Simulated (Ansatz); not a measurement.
## Effect of pressure −2 GPa on Ca(OH)2

The reference is Ca(OH)2 (space group P-3m1, No. 164; a = 3.561 Å, c = 4.768 Å; layered).

One thing is altered: hydrostatic tension (pressure −2 GPa).

Level of theory: PBEsol (Ansatz, a first-principles code; PAW; 420 eV plane waves; no spin-orbit coupling). Γ-centred 11×11×7 mesh, Fermi–Dirac width 0.05 eV.

- Density: 2.14 g/cm³ (base 2.35 g/cm³)
- Lattice parameter a: 3.611 Å (base 3.561 Å)
- c/a ratio: 1.411 (base 1.339)
- Shortest interatomic distance: 0.974 Å (base 0.975 Å)
- Band gap: 3.86 eV (base 4.19 eV)
- Gap character: direct at Γ (base direct at Γ)
- Mean gap deformation potential ΔEg/Δln V: -3.6 eV
- Width of the top valence band: 0.72 eV (base 0.94 eV)
- Electron mass: 0.55 mₑ along c, 0.48 mₑ across (at Γ) (base 0.53 mₑ along c, 0.45 mₑ across (at Γ))
- Valence-band top at Γ (three highest levels, from the VBM): 0.00, 0.00, -1.09 eV (base 0.00, 0.00, -1.22 eV)

Final structure:

```
Ca(OH)2
1.0
    3.61084     0.00000     0.00000
   -1.80542     3.12708     0.00000
    0.00000     0.00000     5.09658
Ca H O
1 2 2
Cartesian
  0.00000   0.00000   0.00000
  1.80542   1.04236   2.98980
  0.00000   2.08472   2.10678
  1.80542   1.04236   3.96376
  0.00000   2.08472   1.13282
```

Load acts through the strain it causes; cell and atoms are relaxed under it. Masses are band curvatures over ±0.01 Å⁻¹ around the edge. No phonon test of stability was made. No dispersion term is included in the PBEsol runs.
